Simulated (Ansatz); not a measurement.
For TaN (P-6m2, No. 187, 2 atoms in the cell; start COD 1538016; the formula has other measured phases), LDA (Ansatz, a program for electronic structure, plane waves, PAW) gives:

- lattice constant a: 2.907 Å
- c axis length: 2.851 Å
- bulk modulus: 381 GPa
- cohesive energy: 9.25 eV/atom

What does r²SCAN in Ansatz (PAW) give for the same quantities?


- lattice constant a: 2.936 Å (goes up by 1.0 %)
- lattice parameter c: 2.885 Å (increases by 1.2 %)
- bulk modulus: 360 GPa (falls by 5.5 %)
- cohesive energy: 7.71 eV/atom (drops by 1.54 eV/atom)

Changes are worked out from the printed values.

Unless a cell is named, each level is at its own relaxed cell (LDA 10.43, r²SCAN 10.77 Å³/atom).

Levels without +SOC leave out spin–orbit coupling, which shifts energies and cells of such heavy elements.

Caveats: the bulk modulus is −V dP/dV from two relaxed cells at ±2 % in volume (LDA, r²SCAN); the relaxation could not lower the start's symmetry, so the cell can be a saddle point above a distorted one (LDA, r²SCAN). Ansatz's density-functional and Hartree–Fock values are scalar-relativistic unless marked +SOC, with PAW data made under PBE.
